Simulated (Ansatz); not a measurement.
Where the default PAW files enter, the runs use the earlier of Ansatz's two default sets.

Evanescent states of AlN (P6_3mc, wurtzite, 4 atoms a cell, 10.6 Å³ an atom, -4 GPa at this level) along the normal of (100)

The numbers are results of r2SCAN (plane waves, PAW; Ansatz, a first-principles code), not measurements.

The gap is the functional's own. No spin-orbit coupling. Mid-gap values are those at the computed energy nearest the middle.

Energies count from the valence-band top; κ is the least over a 10×6 mesh across the current.

```json
[
 {"E (eV)": "0.11", "κ (1/Å)": "0.158", "where": "Γ"},
 {"E (eV)": "0.33", "κ (1/Å)": "0.195", "where": "Γ"},
 {"E (eV)": "0.55", "κ (1/Å)": "0.223", "where": "Γ"},
 {"E (eV)": "0.77", "κ (1/Å)": "0.245", "where": "Γ"},
 {"E (eV)": "0.99", "κ (1/Å)": "0.262", "where": "Γ"},
 {"E (eV)": "1.21", "κ (1/Å)": "0.275", "where": "Γ"},
 {"E (eV)": "1.43", "κ (1/Å)": "0.285", "where": "Γ"},
 {"E (eV)": "1.65", "κ (1/Å)": "0.292", "where": "Γ"},
 {"E (eV)": "1.87", "κ (1/Å)": "0.297", "where": "Γ"},
 {"E (eV)": "2.09", "κ (1/Å)": "0.299", "where": "Γ"},
 {"E (eV)": "2.31", "κ (1/Å)": "0.300", "where": "Γ"},
 {"E (eV)": "2.53", "κ (1/Å)": "0.298", "where": "Γ"},
 {"E (eV)": "2.75", "κ (1/Å)": "0.293", "where": "Γ"},
 {"E (eV)": "2.97", "κ (1/Å)": "0.287", "where": "Γ"},
 {"E (eV)": "3.19", "κ (1/Å)": "0.277", "where": "Γ"},
 {"E (eV)": "3.41", "κ (1/Å)": "0.265", "where": "Γ"},
 {"E (eV)": "3.63", "κ (1/Å)": "0.249", "where": "Γ"},
 {"E (eV)": "3.85", "κ (1/Å)": "0.228", "where": "Γ"},
 {"E (eV)": "4.07", "κ (1/Å)": "0.202", "where": "Γ"},
 {"E (eV)": "4.29", "κ (1/Å)": "0.166", "where": "Γ"},
 {"E (eV)": "4.51", "κ (1/Å)": "0.112", "where": "Γ"}
]
```

Problem. How thick must the barrier be to attenuate the transmission by 10^8 when the electrodes' Fermi level lies at 2.53 eV, and what attenuation does that film give at 1.65 eV?

Solution. d = 8 ln 10 / (2 × 0.298) = 30.9 Å. At 1.65 eV it gives 8 × 0.292/0.298 = 7.8 decades.
